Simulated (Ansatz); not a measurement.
Phonon-limited resistivity of PtAl (P2_13) against temperature in μΩ·cm, PBEsol, DFPT electron-phonon coupling, linearised Boltzmann equation (Ansatz, an electronic-structure program), harmonic crystal at a fixed cell.

```csv
T,ρ
150 K,10.8
200 K,[?]
250 K,19.6
273 K,22
300 K,[?]
350 K,28
400 K,32
500 K,[?]
600 K,47
```

Some entries are withheld; supply them.


- 200 K, ρ: 15.3
- 300 K, ρ: 24
- 500 K, ρ: 40

A metal at this level (no band gap). Only scattering by harmonic phonons is included (no impurities, grain boundaries, electron-electron scattering or thermal expansion). Spin-orbit coupling is left out, which matters with elements this heavy. Halving the electron mesh (20x20x20) moves the resistivity by up to 15 %. Smearing 0.20 eV; phonons on a 3x3x3 q mesh, which this run doesn't test and which matters most at low temperature.
